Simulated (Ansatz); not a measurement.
Consider Li$_{2}$Se in the anti-fluorite structure (space group Fm-3m, No. 225).

```
CELL_PARAMETERS angstrom
      0.00000     2.97241     2.97241
      2.97241     0.00000     2.97241
      2.97241     2.97241     0.00000
ATOMIC_POSITIONS crystal
  Li 0.25000 0.25000 0.25000
  Li 0.75000 0.75000 0.75000
  Se 0.00000 0.00000 0.00000
```

Cartesian axes are those of the cell as printed.

Computed with DFT with PBEsol, PAW potentials and a 420 eV plane-wave cutoff in Ansatz (a program for electronic structure), no SOC.

Base values:

| Property | Value |
|---|---|
| Electron mass | 0.61 mₑ along k, 0.31 mₑ across (at X) |
| Valley order | X along ⟨100⟩ 2.82 eV; Γ 3.36 eV |

Modification: the cell is compressed by 0.50 % along z with no lateral relaxation; the atoms relax in the strained cell.

Task: What does the calculation give for the hole mass, electron mass, valley order and stress after the change?

Result: The hole mass is 0.35 mₑ along z, 0.78 mₑ across (at Γ); the electron mass remains 0.61 mₑ along k, 0.31 mₑ across (at X); the valley order (the lowest conduction-band minima on the path, energy above the VBM, named in the base's zone) changes from X along ⟨100⟩ 2.82 eV; Γ 3.36 eV to X along [001] 2.79 eV; X along [100] 2.81 eV; Γ 3.37 eV; the stress (xx, yy, zz, yz, xz, xy; compression positive) is (0.10, 0.10, 0.35, 0.00, 0.00, 0.00) GPa.

The levels and masses belong to the bands next to the band gap. Masses are band curvatures over ±0.01 Å⁻¹ around the edge. Along k means along the line from Γ to the band edge. Whether these cells are dynamically stable was not tested.
